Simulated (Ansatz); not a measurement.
## Mg2Sn, response to strain

The parent structure is Mg$_{2}$Sn (space group Fm-3m, No. 225; relaxed with 0.1 eV smearing).

```xyz
3
Lattice="0.0000 3.3736 3.3736 3.3736 0.0000 3.3736 3.3736 3.3736 0.0000" Properties=species:S:1:pos:R:3 pbc="T T T"
Mg     1.6868     1.6868     1.6868
Mg     5.0603     5.0603     5.0603
Sn     0.0000     0.0000     0.0000
```

Cartesian axes are those of the cell as printed.

Strains are applied to the cell and any free atomic positions relax; under biaxial strain the out-of-plane vector relaxes too.

All numbers come from PBEsol (Ansatz, a first-principles code; PAW; 420 eV plane waves; no SOC).

| biaxial strain, plane normal [001], relaxed out of plane (%) | out-of-plane strain (%) |
|---|---|
| -3 | 2.19 |
| -2.5 | 1.82 |
| -2 | 1.45 |
| -1.5 | 1.09 |
| -1 | 0.72 |
| -0.5 | ? |
| 0 | 0.00 |

### Question
Fit ε⊥ = −νε + γε² (strains in %) to the rows shown and predict the withheld row.

### Answer
Least squares on the printed values gives ν = 0.72 (the biaxial Poisson response) and γ = 0.004 (largest residual 0.00 %); this predicts 0.36 %, and the run gives 0.36 %, in agreement.

Whether these cells are dynamically stable was not tested.
